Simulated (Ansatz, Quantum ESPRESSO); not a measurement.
An Ansatz (a quantum-chemistry and plane-wave program) input for a self-consistent single point of MgI₂ (P-3m1, 3 atoms in the cell) (DFT, PBE, plane waves, default PAW files):

Ansatz 0.2 input:
```yaml
# MgI2
crystal:
  lattice:
    - [2.040007, -3.533396, 0.000000]
    - [2.040007, 3.533396, 0.000000]
    - [0.000000, 0.000000, 6.744313]
  atoms:
    - { symbol: Mg, position_ang: [0.000000, 0.000000, 0.000000] }
    - { symbol: I, position_ang: [2.040007, 1.177799, 1.632124] }
    - { symbol: I, position_ang: [2.040007, -1.177799, 5.112189] }
basis:
  ecutwfc: 420.0 eV
kpoints:
  mp_grid:
    grid: [5, 5, 3]
hamiltonian:
  xc: pbe
  pseudopotentials:
    kind: paw
scf:
  occupations:
    method: fermi_dirac
    width: 0.01 eV
output:
  forces: true
  eigenvalues: true
  stress: true
```

Task: Translate this input to Quantum ESPRESSO.

Result: One input that does it (others would too):

```fortran
&CONTROL
    calculation = 'scf'
    prefix = 'run'
    outdir = './tmp/'
    pseudo_dir = './'
    tprnfor = .true.
    tstress = .true.
/
&SYSTEM
    ibrav = 4
    celldm(1) = 7.710109294
    celldm(3) = 1.65301216668
    nat = 3
    ntyp = 2
    ecutwfc = 40
    ecutrho = 200
    occupations = 'smearing'
    smearing = 'fermi-dirac'
    degauss = 0.000734986
/
&ELECTRONS
    conv_thr = 1.0d-10
    mixing_beta = 0.4
/
ATOMIC_SPECIES
Mg    24.3050  mg_pbe_v1.4.uspp.F.UPF
I    126.9045  i_pbe_v1.uspp.F.UPF
ATOMIC_POSITIONS {alat}
Mg    0.000000000    0.000000000    0.000000000
I     0.000000000    0.577350269    0.400028944
I     0.500000000    0.288675135    1.252983222
K_POINTS {automatic}
5 5 3  0 0 0
```

Basis settings and potentials, where a program has them, do not carry over. This input uses DFT, PBE, plane waves, GBRV 1.5 ultrasoft (PBE) pseudopotentials.

The starting cell has typed, rounded lattice constants, without a prior relaxation at this level. Its lattice was rescaled by a random factor within 2.5 % of one. For this run, on top of that: lattice scaled by 0.98.
